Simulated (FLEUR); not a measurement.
Worked example: self-consistent single point of Si2Ni (Fm-3m, 3 atoms in the cell) in FLEUR.

Method: PBE, all-electron FLAPW (FLEUR), scalar-relativistic valence in FLEUR.

The change in words: lattice scaled by 0.98. Reference geometry:
```
CELL_PARAMETERS angstrom
      0.00000     2.68481     2.68481
      2.68481     0.00000     2.68481
      2.68481     2.68481     0.00000
ATOMIC_POSITIONS crystal
  Si 0.25000 0.25000 0.25000
  Si 0.75000 0.75000 0.75000
  Ni 0.00000 0.00000 0.00000
```

Reference input (self-consistent single point, DFT, PBE, all-electron FLAPW (FLEUR), scalar-relativistic valence): Kmax = 4.1 1/bohr; GmaxXC = 14.3 1/bohr; xcFunctional = pbe; jspins = 1; l_soc = F; mode = gauss; fermiSmearingEnergy = 0.00999582 Htr; mesh (inpgen div1-3) = 9 9 9; inpgen gamma flag = false; Gmax = 14.3 1/bohr; numbands = 0; maxIterBroyd = 99. This run's input differs from it in these lines:

```diff
@@ -3,6 +3,6 @@
 &input film=f /
--0.0000000000 0.7071067812 0.7071067812
+0.0000000000 0.7071067812 0.7071067812
 0.7071067812 0.0000000000 0.7071067812
-0.7071067812 0.7071067812 0.0000000000
-7.1750804443
+0.7071067812 0.7071067812 -0.0000000000
+7.0315791562
 1.0 1.0 1.0
@@ -44,5 +44,5 @@
          <bravaisMatrix>
-            <row-1>    0.0000000000000000     5.0735480378200393     5.0735480378200393</row-1>
-            <row-2>    5.0735480378200393     0.0000000000000000     5.0735480378200393</row-2>
-            <row-3>    5.0735480378200393     5.0735480378200393     0.0000000000000000</row-3>
+            <row-1>    0.0000000000000000     4.9720773038935944     4.9720773038935944</row-1>
+            <row-2>    4.9720773038935944     0.0000000000000000     4.9720773038935944</row-2>
+            <row-3>    4.9720773038935944     4.9720773038935944     0.0000000000000000</row-3>
          </bravaisMatrix>
```

The program printed (abridged):

```
 Iteration:     1   Distance:      13.32020637 me/bohr^3
 Iteration:     2   Distance:      10.28169013 me/bohr^3
 Iteration:     3   Distance:       8.79001890 me/bohr^3
 Iteration:     4   Distance:       7.62073632 me/bohr^3
 Iteration:     5   Distance:      12.58590420 me/bohr^3
   [... 7 lines left out ...]
 Iteration:    13   Distance:       0.00090265 me/bohr^3
 Iteration:    14   Distance:       0.00027644 me/bohr^3
 Iteration:    15   Distance:       0.00025196 me/bohr^3
 Iteration:    16   Distance:       0.00000677 me/bohr^3
 Run finished successfully
 Stop message:
   Structural relaxation: Done

[file out, last iteration]
             iter=     17
[...]
          total density-effective poten   -3.3098755128E+03
          total charge density-energy d   -1.0555552908E+02
 Updated energy parameters for spin:           1
[...]
 fermi energy and band-weighting factors:
    0.766829    0.766829    0.801831

[...]
FERMIE:
          first approx. to ef    (T=0)  :   0.443662 htr   (energy of the highest occ. eigenvalue)
          number of occ. states  (T=0)  :        419
          first approx. to seigv (T=0)  :  -7.456901 htr
          sum of weights of occ. states :  12.031550
          sum of semicore charge        :   0.000000 e
          fermi energy=   0.44241 har   work function= -12.03854 ev
          number of valence electrons=  24.00000
   [... lines left out ...]
          total moment                 =     0.00000
 Direct bandgap for spin            1 :    4.3130638227332208E-003  Htr
 ---->    free energy=                     -2100.9327040212 htr
   [... lines left out ...]
      extrapolation for T->0
 ---->    total electron energy=           -2100.9327040212 htr
 ***** TOTAL FORCES ON ATOMS *****
 TOTAL FORCE FOR ATOM TYPE=  1  X=  2.486   Y=  2.486   Z=  2.486
                       FX_TOT= 0.000000 FY_TOT= 0.000000 FZ_TOT= 0.000000
 TOTAL FORCE FOR ATOM TYPE=  2  X=  0.000   Y=  0.000   Z=  0.000
                       FX_TOT= 0.000000 FY_TOT= 0.000000 FZ_TOT= 0.000000
 Structural relaxation: Done
```

The run converged in 16 iterations. FLEUR gives forces in its relaxation mode, with a further iteration, so its stop message speaks of a relaxation. Against the reference run the total energy rises by 62.7 meV/atom.

The starting cell comes from a database of computed structures (which also holds hypothetical and non-ambient phases and stackings), without a prior relaxation at this level. Its lattice was rescaled by a random factor within 2.5 % of one. For this run, on top of that: lattice scaled by 0.98. Spin polarisation is off. Values depend on the basis (sphere radii, cutoffs, local orbitals), which need not be converged. The log's line on a gap gives a spacing of levels on this mesh, which the program prints for metals too.

Cost on one core of a shared machine: roughly 70 s.
